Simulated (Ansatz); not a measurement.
Response to strain in MgTe

Consider MgTe in the zinc blende structure (space group F-43m, No. 216; a = 6.368 Å). Axes: x, y, z lie along the cube axes.

Strains are applied to the cell and any free atomic positions relax.

Computed with Kohn–Sham DFT with the LDA functional, run in Ansatz (a first-principles code) with PAW and 420 eV plane waves, no spin-orbit coupling.

Notes on the quantities. energy relative to the base: free energy F.

```
case                         shortest interatomic distance  band gap  energy relative to the base
---------------------------  -----------------------------  --------  ---------------------------
base                                            5.211 bohr   2.38 eV                   0 meV/atom
tensor shear ε_xy = +1.43 %                     5.201 bohr   2.28 eV                +1.4 meV/atom
tensor shear ε_xy = +1.14 %                     5.203 bohr   2.30 eV                +0.9 meV/atom
tensor shear ε_xy = +2.00 %                     5.198 bohr   2.23 eV                +2.8 meV/atom
tensor shear ε_xy = +0.86 %                     5.205 bohr   2.32 eV                +0.5 meV/atom
tensor shear ε_xy = +1.71 %                     5.200 bohr   2.26 eV                +2.0 meV/atom
tensor shear ε_xy = +0.29 %                     5.209 bohr   2.36 eV                +0.1 meV/atom
tensor shear ε_xy = +0.57 %                     5.207 bohr   2.34 eV                +0.2 meV/atom
```

Spin-orbit coupling, missing from the scalar runs, can matter with Te. Stability against distortions was not tested.
